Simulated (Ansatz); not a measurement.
# SnO2: transverse stress against strain

SnO2 (rutile, P4_2/mnm, 11.858 Å³/atom at rest, c along z) under a strain ε along c (axis z), the other axes held. LDA in Ansatz, a plane-wave DFT program (PAW, default set), 420 eV, 7×7×10 Γ-centred mesh, Fermi-Dirac smearing 0.05 eV; ions are relaxed within the symmetry of each cell. Stress is positive for a compressed cell.

Here s stands for strain and y for stress xx.

```csv
strain (%),stress xx (GPa)
-1.20,1.92
-0.60,0.94
0.00,0.00
0.60,-0.92
1.20,-1.81
3.00,?
```

The 5 complete rows are fitted with a straight line, y against s. Means: s 0, y 0.026. About the means, the sum of products is -5.5920 and the sum of squares of s is 3.6000; the slope is their ratio. Least squares gives y = 0.026 - 1.5533·s. Residuals (row less fit): 0.030, -0.018, -0.026, -0.014, 0.028; standard error 0.031 (degrees of freedom: 3). The slope gives the elastic constant C13 = 155 ± 1.6 GPa.

Question: What does the fit predict for y at s = 3.00, and how far is the calculated value from it?

Answer: y = 0.026 - 1.5533 × 3.0 = -4.634 GPa. The calculation gives -4.30 GPa, 0.334 GPa above the prediction (5.4 % of the range of y in the table). The row lies outside the fitted rows, so this is an extrapolation. From the scatter of the fitted rows alone, a prediction at this place has a standard error of 0.060 GPa, so the miss is 5.6 times that.

One order more, fitted to all 11 runs of the series, follows each within 0.01, so the miss is the next term of a smooth law. Rows are the converged runs of the series near zero and its far end; series whose fitted rows scatter by over a few per cent of the range, as at a crossing or softening among them, aren't shown in this form. Most that stay on the fit to the last digits aren't either.
